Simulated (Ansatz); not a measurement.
The starting structures come from a database of crystals and need not be the phases stable at ambient conditions.

 Where the default PAW files enter, the runs use the earlier of Ansatz's two default sets.

Consider the following.

```yaml
crystal:
  lattice:
    - [3.62129, 0.00000, 0.00000]
    - [1.81064, 6.60884, 0.00000]
    - [1.81065, 0.49607, 3.09665]
  atoms:
    - { symbol: Li, position: [0.90252, 0.29245, 0.90252] }
    - { symbol: Li, position: [0.09748, 0.70755, 0.09748] }
    - { symbol: Li, position: [0.65554, 0.03337, 0.65554] }
    - { symbol: Li, position: [0.34446, 0.96663, 0.34446] }
    - { symbol: N, position: [0.00000, 0.00000, 0.00000] }
    - { symbol: Cl, position: [0.50000, 0.50000, 0.50000] }
```

Space group of this cell: R-3m. The cell is taken as given.

Transport runs along the normal of the first two printed cell vectors, the (101) plane of the conventional cell.

No gap correction and no spin-orbit coupling; mid-gap values are interpolated between computed energies.

Problem. Predict the band gap and the smallest decay constant κ at mid-gap from r2SCAN (Ansatz, a program for electronic structure).

Solution. Gap 2.23 eV on a 10×10×10 mesh; κ = 0.275 1/Å, at the zone centre.
